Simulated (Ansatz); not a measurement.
## Effect of pressure 15 GPa on ZrS2

The reference is ZrS2 in the CdI2 type structure (space group P-3m1, No. 164; a = 3.6348 Å, c = 5.7202 Å; layered, stacked along the Cartesian z axis).

One thing is altered: a hydrostatic pressure of 15 GPa.

All numbers come from Ansatz (a program for electronic structure), PBE-D3(BJ), PAW, cutoff 420 eV, no SOC. Γ-centred 10×10×6 mesh, Fermi–Dirac width 0.05 eV.

```tsv
quantity	base	changed	shift
volume per atom	21.82 Å³	17.68 Å³	-4.135 Å³
lattice parameter a	6.869 bohr	6.483 bohr	-0.3852 bohr
c/a ratio	1.574	1.517	-0.057
shortest interatomic distance	4.832 bohr	4.699 bohr	-0.1321 bohr
enthalpy H = E + PV relative to the base's energy	–	+1.81 eV/atom	–
band gap	0.66 eV	zero	–
```

Final structure:

```yaml
crystal:
  lattice:
    - [3.43091, 0.00000, 0.00000]
    - [-1.71546, 2.97126, 0.00000]
    - [0.00000, 0.00000, 5.20334]
  atoms:
    - { symbol: Zr, position: [0.00000, 0.00000, 0.00000] }
    - { symbol: S, position: [0.33333, 0.66667, 0.28896] }
    - { symbol: S, position: [0.66667, 0.33333, 0.71104] }
```

Cost of the whole job for the changed cell (relaxation, final SCF and bands): very roughly 40 core-seconds.

A case with no gap was solved on a k-mesh chosen for an insulator, which is coarse for it. Load acts through the strain it causes; cell and atoms are relaxed under it. Whether these cells are dynamically stable was not tested. No other phases were tried under pressure. The final runs are not spin-polarised. The zero or small gap of ZrS2 under pressure 15 GPa can change with the level of theory.
